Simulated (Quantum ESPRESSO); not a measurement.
# Variants of one calculation on N2 (Pa-3, 8 atoms in the cell)

```
CELL_PARAMETERS angstrom
      5.48212     0.00000     0.00000
      0.00000     5.48212     0.00000
      0.00000     0.00000     5.48212
ATOMIC_POSITIONS crystal
  N  0.05740 0.05740 0.05740
  N  0.94260 0.94260 0.94260
  N  0.44260 0.94260 0.55740
  N  0.55740 0.05740 0.44260
  N  0.55740 0.44260 0.94260
  N  0.44260 0.55740 0.05740
  N  0.94260 0.55740 0.44260
  N  0.05740 0.44260 0.55740
```

Base run A: revPBE, PseudoDojo standard norm-conserving (PBE) pseudopotentials run with Quantum ESPRESSO, self-consistent single point.

Its settings: ecutwfc = 85 Ry; occupations = fixed; input_dft = revpbe; potentials = {N: N.upf}; K_POINTS = automatic 5 5 5 1 1 1; nbnd = 22; conv_thr = 1e-10 Ry; mixing_beta = 0.7.

The starting cell comes from a database of computed structures (which also holds hypothetical and non-ambient phases and stackings), without a prior relaxation at this level. Its lattice was rescaled by a random factor within 2.5 % of one. In the base run, with a pressure of about 4 GPa the cell is away from its equilibrium volume at this level. In the base run, forces exceed 1 eV/Å. The shifted mesh does not hold Γ, so a gap read on it misses any band edge there.

ΔF is the free energy per atom less that of run A. A dash stands where there is no value to compare (another energy zero or no entropy term, no result, no spin, no clean gap, or a mesh too coarse for one). Total energies depend on the potentials, the functional and any Hubbard or dispersion term, so they are compared only between runs that share all of them.

Runs:
- B: conv_thr: 1e-10 Ry → 7.3e-10 Ry
- C: nosym: default → true
- D: K_POINTS: automatic 5 5 5 1 1 1 → automatic 8 8 8 1 1 1
- E: input_dft: revpbe → default; potentials: PseudoDojo standard norm-conserving (LDA) [LDA (PW92)]
- F: lattice scaled by 1.03
- G: K_POINTS: automatic 5 5 5 1 1 1 → automatic 3 3 3 0 0 0
- H: conv_thr: 1e-10 Ry → 1e-13 Ry

```tsv
run	ΔF (meV/atom)	pressure (GPa)	largest force (eV/Å)	gap on the mesh (eV)	k-points
A	0.00	4.27	1.699	7.553	11
B	0.00	4.27	1.699	7.553	11
C	0.00	4.27	1.699	7.552	63
D	0.00	4.27	1.699	7.506	24
E	–	1.02	1.072	7.265	11
F	-9.0	-2.31	2.715	7.284	11
G	0.00	4.27	1.699	7.480	4
H	0.00	4.27	1.699	7.553	11
```

Run D against A: The free energy hardly moves (within 1 meV/atom), the pressure stays at 4.27 GPa, the largest force stays at 1.699 eV/Å and the gap on the mesh goes from 7.553 to 7.506 eV.

Run H against A: The free energy hardly moves (within 1 meV/atom), the pressure stays at 4.27 GPa, the largest force stays at 1.699 eV/Å and the gap on the mesh stays at 7.553 eV.
